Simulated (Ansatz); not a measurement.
Functionals compared on a constructed model of the (111) surface of fcc Ag, a pseudomorphic layer of Pd in the host's stacking (bottom of the slab: a bare face, its two planes held), in Ansatz (plane waves, PAW). The structure was relaxed with PBE; the other rows are single points on it. Cutoff 420 eV (500 eV for r2SCAN).

Slab: 7 atoms, 14.4 Å thick at the start with caps and adatoms; k 15x15x1, smearing 0.1 eV, dipole-corrected; 2 atoms held, the rest relaxed; held to the start's symmetry, so lower structures may exist; no spin, no spin-orbit, no U. In PBE it is, or lies within 0.01 eV a 1x1 cell of, the lowest of the 2 structures of its composition computed so far; subsurface sites and larger cells were not tried. These notes are the PBE run's.

```csv
functional,work function of the top face (eV),rough cost of the single point
PBE,5.17,–
RPBE,4.98,very roughly 27 core-seconds
r2SCAN,5.14,around 50 core-seconds (rough)
```

Ansatz is a first-principles code.
